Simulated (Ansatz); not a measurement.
# How the lattice constant a of Hf₂B₂Si (model structure, started from the Ti2InB2 type, P-6m2, No. 187, 5 atoms in the cell) moves with the method

No measured value is used here.

| level (code) | value (Å) |
|---|---|
| LDA (Ansatz) | 3.104 |
| PBE (Ansatz) | (withheld) |
| PBEsol (Ansatz) | 3.129 |
| r²SCAN (Ansatz) | 3.145 |

**Question.** Fill in the missing entries.

**Answer.** 
- PBE (Ansatz, a program for electronic structure), value (Å): 3.155

Density-functional levels without +SOC have no spin–orbit coupling. Cutoffs differ between the levels. Ansatz's density-functional and Hartree–Fock values are scalar-relativistic unless marked +SOC, with PAW data made under PBE.

A model structure was made by putting elements into a prototype or built by hand; it is no filed structure, need not be a known phase, and can be a saddle point held by its symmetry.
